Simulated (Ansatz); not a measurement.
Base system: SnSb in the rock salt structure (space group Fm-3m, No. 225; relaxed with 0.1 eV smearing).

```
CELL_PARAMETERS angstrom
      0.00000     3.04401     3.04401
      3.04401     0.00000     3.04401
      3.04401     3.04401     0.00000
ATOMIC_POSITIONS crystal
  Sn 0.50000 0.50000 0.50000
  Sb 0.00000 0.00000 0.00000
```

Cartesian axes are those of the cell as printed.

Level of theory: plane-wave PAW DFT at the PBEsol level (Ansatz, an electronic-structure program, 420 eV), scalar-relativistic without spin-orbit coupling.

Strains are applied to the cell and any free atomic positions relax; under biaxial strain the out-of-plane vector relaxes too.

One change was made to it. Results:

The pressure goes from zero to 14.8 GPa; the energy goes up by 170 meV/atom.

Task: Name the change that was made.
(A) biaxial strain −2.78 %, plane normal [001], relaxed out of plane
(B) strain tensor (xx, yy, zz, yz, xz, xy) = (−0.71, +0.79, −1.27, −0.77, +0.47, −0.39) %
(C) isotropic strain −5.42 %

Result: C, isotropic strain −5.42 %. For comparison, the energy relative to the base in the other runs: strain tensor (xx, yy, zz, yz, xz, xy) = (−0.71, +0.79, −1.27, −0.77, +0.47, −0.39) % gives +3.8 meV/atom; biaxial strain −2.78 %, plane normal [001], relaxed out of plane gives +23 meV/atom.

No phonon test of stability was made. The final runs are not spin-polarised. An odd electron count without spin: SnSb.
